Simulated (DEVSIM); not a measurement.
System: abrupt GaSb p-n junction, at 300 K.

Layer 1 from the left is GaSb, thickness (μm) 25.0, Na (cm⁻³) 3.1e16, τn (s) 5.5e-8, τp (s) 5.5e-8. Layer 2 from the left is GaSb, thickness (μm) 8.20, Nd (cm⁻³) 1.1e16, τn (s) 5.5e-8, τp (s) 5.5e-8.

Left contact: ohmic. Right contact: ohmic. Voltage is applied to the left contact. Recombination: SRH at mid-gap, radiative. Mobility is constant in doping.

Constants are typed, rounded textbook-type inputs, not results; the design itself was drawn at random and stands for no fabricated device. Values at 300 K.

GaSb: gap (eV) 0.726, affinity (eV) 4.06, permittivity 15.7, Nc (cm⁻³) 2.1e17, Nv (cm⁻³) 1.8e19, μn (cm²/Vs) 5000, μp (cm²/Vs) 850, B (cm³/s) 1e-10.

Q: Estimate by hand the built-in potential, the peak field at zero bias, the capacitance at -2 V, and compare with a numerical solution.

A: 
- Built-in potential: ni = √(Nc Nv) exp(−Eg/2kT) = 1.55e12 cm⁻³ with Eg = 0.726 eV; Vbi = kT/q ln(Na Nd/ni²) = 0.485 V; numerical 0.485 V.
- Peak field at zero bias: depletion approximation: W = √(2εVbi/(qN)) = 0.322 μm with N = 8.12e15 cm⁻³; field = 2Vbi/W = 30100 V/cm; numerical 28500 V/cm (estimate above by 5.7 %).
- Capacitance at -2 V: C = √(qεN / 2(Vbi + |V|)) = 19.1 nF/cm²; numerical 19.3 nF/cm² (estimate below by 1.0 %).

Model (solved in DEVSIM): 1D drift-diffusion, Boltzmann statistics, complete ionisation; no tunnelling, impact ionisation, image-force lowering or self-heating.
